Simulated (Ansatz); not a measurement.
All values below come from PBE (plane waves to 420 eV, PAW; Ansatz, an electronic-structure program).

Plane-averaged electrostatic potential energy along the normal, in eV from the Fermi level, for F on the 1x1 (100) surface of fcc Cu, one in a 2x2 cell, started at the site 'hollow Cu-Cu-Cu-Cu over Cu at depth 1.8 Å':

```csv
z (Å),V (eV)
5.17,4.49
5.44,4.49
5.72,4.49
5.99,4.49
6.26,4.49
6.53,4.48
6.81,4.46
7.08,4.43
7.35,4.37
7.62,4.25
7.89,4.01
8.17,3.52
8.44,2.54
8.71,0.33
8.98,-5.24
9.26,-11.43
9.53,-14.17
9.80,-12.92
10.07,-8.07
10.34,-2.92
10.62,-3.69
10.89,-9.38
11.16,-13.71
11.43,-14.25
11.71,-10.87
11.98,-4.89
12.25,-1.62
12.52,-4.83
12.79,-10.75
13.07,-14.14
13.34,-13.62
13.61,-9.30
13.88,-3.59
14.16,-2.57
14.43,-7.61
14.70,-12.71
14.97,-14.29
15.24,-11.90
15.52,-6.01
15.79,-1.22
16.06,0.39
16.33,1.52
16.61,3.00
16.88,4.52
17.15,4.98
17.42,5.14
17.69,5.20
17.97,5.22
18.24,5.23
18.51,5.24
18.78,5.24
19.06,5.24
19.33,5.24
19.60,5.24
19.87,5.24
20.14,5.24
20.42,5.24
20.69,5.24
```

Slab: 17 atoms, 5.3 Å thick at the start under the adsorbate (thin: gaps and levels are the slab's own); k 6x6x1, smearing 0.1 eV, dipole-corrected; 8 atoms held, the rest relaxed; symmetry of the start imposed; no spin, no spin-orbit, no U, no dispersion correction. At the end it is bonded to 4 Cu. In PBE this state lies 0.08 eV over the lowest of the starts that converged ('bridge Cu-Cu (span 2.6 Å)').

Problem. The surface cell has an area of 26.35 Å². What dipole along the normal does the step between the two vacuum levels imply?

Solution. the top vacuum level lies 0.75 eV above the bottom one; p = −ε₀ A ΔV (ε₀ = 0.005526 e/(V·Å)) gives -0.11 e·Å a cell.
